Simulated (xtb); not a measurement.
xtb 6.7.1, GFN2-xTB: Cc1ccsc1-c1cc2sc(-c3cc4cc5sccc5cc4s3)cc2s1, 38 atoms. The geometry is a generated start, not checked to be a minimum at this level.

```
Property                   Value
-----------------  -------------
run flags                 --grad
method                  GFN2-xTB
--acc                1 (default)
--etemp (K)        300 (default)
basis functions              146
valence electrons            126
```

One run each on 1 thread. Values of broydamp tried: 0.02, 0.05, 0.1, 0.2, 0.4 (default), 0.6, 0.8, 1.

Task: Which value of broydamp needs the fewest SCC iterations, and what happens away from it?

Result: Fewest SCC iterations, within one of each other: 0.2 with 13, 0.4 (default) with 13, 0.6 with 13, 0.8 with 13. The count rises to 20 at 0.02. All converge to one solution.

```
broydamp       SCC iterations            end
-------------  --------------  -------------
0.02                       20  same solution
0.05                       18  same solution
0.1                        15  same solution
0.2                        13  same solution
0.4 (default)              13  same solution
0.6                        13  same solution
0.8                        13  same solution
1                          15  same solution
```
